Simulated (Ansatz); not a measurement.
## A computed series for ZrO2: pressure series

Start from ZrO2 (space group P4_2/nmc, No. 137; a = 3.6013 Å, c = 5.2281 Å).

Cell and atoms are relaxed at each pressure.

Computed with plane-wave PAW DFT at the r2SCAN level (Ansatz, a first-principles code, 500 eV), scalar-relativistic without spin-orbit coupling.

Notes on the quantities. enthalpy: H = E + PV relative to the base's energy.

| change | enthalpy | smallest direct gap | density | electron mass |
|---|---|---|---|---|
| base | – | 4.71 eV | 6.04 g/cm³ | 2.2 mₑ along c, 0.63 mₑ across (at Γ) |
| pressure −2 GPa | -0.14 eV/atom | 4.70 eV | 5.97 g/cm³ | 2.3 mₑ along c, 0.64 mₑ across (at Γ) |
| pressure −1 GPa | -0.07 eV/atom | 4.70 eV | 6.00 g/cm³ | 2.2 mₑ along c, 0.63 mₑ across (at Γ) |
| pressure 0.9 GPa | +0.06 eV/atom | 4.72 eV | 6.07 g/cm³ | 2.2 mₑ along c, 0.63 mₑ across (at Γ) |
| pressure 2.1 GPa | +0.15 eV/atom | 4.72 eV | 6.10 g/cm³ | 2.2 mₑ along c, 0.63 mₑ across (at Γ) |
| pressure 4.5 GPa | +0.31 eV/atom | 4.74 eV | 6.18 g/cm³ | 2.1 mₑ along c, 0.62 mₑ across (at Γ) |
| pressure 9 GPa | +0.62 eV/atom | 4.76 eV | 6.31 g/cm³ | 2.1 mₑ along c, 0.61 mₑ across (at Γ) |
| pressure 15 GPa | +1.02 eV/atom | 4.78 eV | 6.46 g/cm³ | 2.0 mₑ along c, 0.60 mₑ across (at Γ) |
| pressure 22.5 GPa | +1.51 eV/atom | 4.75 eV | 6.64 g/cm³ | 2.0 mₑ along c, 0.58 mₑ across (at Γ) |
| pressure 30 GPa | +1.98 eV/atom | … | … | … |

Question: What belongs in the blanks?

Answer: 
- pressure 30 GPa, smallest direct gap: 4.61 eV
- pressure 30 GPa, density: 6.80 g/cm³
- pressure 30 GPa, electron mass: 1.9 mₑ along c, 0.57 mₑ across (at Γ)

Load acts through the strain it causes; cell and atoms are relaxed under it. Masses are band curvatures over ±0.01 Å⁻¹ around the edge. Stability against distortions was not tested. No other phases were tried under pressure. This is not the structure that ZrO2 has at room temperature and ambient pressure.
